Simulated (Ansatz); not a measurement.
The reference is AlN in the wurtzite structure (space group P6_3mc, No. 186; a = 3.089 Å, c = 4.943 Å). Axes: x lies along a and z along c of the hexagonal cell.

All numbers come from LDA (Ansatz, a first-principles code, PAW, without spin-orbit coupling).

Strains are applied to the cell and any free atomic positions relax.

One change was made to it. Results:

| quantity | base | after |
|---|---|---|
| valence-band top at Γ (three highest levels, from the VBM) | 0.00, -0.23, -0.23 eV | 0.00, -0.34, -0.34 eV |
| shortest interatomic distance | 3.546 bohr | 3.535 bohr |
| pressure (mean of the normal stresses, compression positive) | -0.01 GPa | 2.42 GPa |

Question: Which change produced these results?
(A) uniaxial strain ε_zz = −2.40 %
(B) uniaxial strain ε_zz = −1.20 %
(C) uniaxial strain ε_zz = −0.60 %

Answer: B, uniaxial strain ε_zz = −1.20 %. For comparison, the valence-band top at Γ in the other runs: uniaxial strain ε_zz = −2.40 % gives 0.00, -0.46, -0.46 eV; uniaxial strain ε_zz = −0.60 % gives 0.00, -0.28, -0.28 eV.

The levels and masses belong to the bands next to the band gap. Whether these cells are dynamically stable was not tested.
